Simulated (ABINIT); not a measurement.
Worked example: self-consistent single point of Ta3Re (I4mm, 4 atoms in the cell) in ABINIT.

Computed with PBEsol, norm-conserving pseudopotentials (PseudoDojo nc-sr-04 PBEsol standard) (plane waves; ABINIT).

```
Ta3Re
1.0
    0.00000     3.25370     3.25370
    3.25370     0.00000     3.25370
    3.25370     3.25370     0.00000
Ta Re
3 1
Direct
  0.25000   0.25000   0.25000
  0.75000   0.75000   0.75000
  0.50768   0.50768   0.49232
  0.00000   0.00000   0.00000
```

Reference input (self-consistent single point, DFT, PBEsol, plane waves, norm-conserving pseudopotentials (PseudoDojo nc-sr-04 PBEsol standard)): pseudos = [Ta.upf, Re.upf]; ecut = 980 eV; ixc = -116133; occopt = 3; tsmear = 0.00367493 Ha; ngkpt = 4 4 4; nshiftk = 1; shiftk = 0 0 0; potentials = PseudoDojo nc-sr-04 PBEsol standard; nband = 35; kptopt = 1; nstep = 80. This run's input differs from it in these lines:

```diff
@@ -27,3 +27,4 @@
 nstep 80
-tolvrs 1.0e-12
+tolwfr 1.0e-16
+nbdbuf 2
 prtwf 0
```

The program printed (abridged):

```
--- !BeginCycle
solver: {iscf: 7, nstep: 80, nline: 4, wfoptalg: 0, }
tolerances: {tolwfr: 1.00E-16, }
...

     iter   Etot(hartree)      deltaE(h)  residm     vres2
 ETOT  1  -281.90913212416    -2.819E+02 8.033E-02 1.413E+02
 ETOT  2  -281.96309194835    -5.396E-02 1.178E-02 6.948E+02
 ETOT  3  -282.05058287742    -8.749E-02 3.168E-03 5.809E+01
 ETOT  4  -282.05835461486    -7.772E-03 1.453E-03 1.968E+00
 ETOT  5  -282.05865253618    -2.979E-04 5.584E-04 5.153E-02
   [... 71 lines left out ...]
 ETOT 77  -282.05865921379     4.547E-13 5.838E-14 8.944E-25
 ETOT 78  -282.05865921379    -4.547E-13 2.580E-14 2.888E-24
 ETOT 79  -282.05865921379     0.000E+00 3.244E-14 3.120E-24
 ETOT 80  -282.05865921379     0.000E+00 1.434E-14 2.036E-24

 Cartesian components of stress tensor (hartree/bohr^3)
  sigma(1 1)=  2.39494172E-04  sigma(3 2)=  0.00000000E+00
  sigma(2 2)=  2.39494172E-04  sigma(3 1)=  0.00000000E+00
  sigma(3 3)=  2.41105199E-04  sigma(2 1)=  0.00000000E+00
 scprqt:  WARNING -
  nstep=   80 was not enough SCF cycles to converge;
  maximum residual=  1.434E-14 exceeds tolwfr=  1.000E-16

 ----iterations are completed or convergence reached----

 reduced coordinates (array xred) for    4 atoms
       0.250000000000      0.250000000000      0.250000000000
       0.750000000000      0.750000000000      0.750000000000
   [... lines left out ...]
 Fermi (or HOMO) energy (hartree) =   0.51434   Average Vxc (hartree)=  -0.49928
 Fermi (or HOMO) energy (eV) =  13.99584   Average Vxc (eV)= -13.58608
   [... lines left out ...]
 prteigrs : prtvol=0 or 1, do not print more k-points.

--- !EnergyTerms
kinetic             :  7.50686050646291E+01
hartree             :  3.23936758751982E+01
xc                  : -6.12877742788447E+01
Ewald energy        : -2.16168298906035E+02
psp_core            :  1.07179373070873E+01
local_psp           : -1.40149228185008E+02
non_local_psp       :  1.73704083178685E+01
internal            : -2.82054674805105E+02
'-kT*entropy'       : -3.98440868365112E-03
total_energy        : -2.82058659213788E+02
total_energy_eV     : -7.67520644690332E+03
band_energy         : -2.61531200654761E+01
...

-Cartesian components of stress tensor (GPa)         [Pressure= -7.0620E+00 GPa]
- sigma(1 1)=  7.04616063E+00  sigma(3 2)=  0.00000000E+00
- sigma(2 2)=  7.04616063E+00  sigma(3 1)=  0.00000000E+00
- sigma(3 3)=  7.09355866E+00  sigma(2 1)=  0.00000000E+00

 Calculation completed.
```

The run ended unconverged after 80 iterations. 

The starting cell comes from a database of computed structures (which also holds hypothetical and non-ambient phases and stackings), without a prior relaxation at this level. Its lattice was rescaled by up to half a per cent. One atom was moved a little off its site on purpose.

Cost on one core of a shared machine: roughly 3 min.
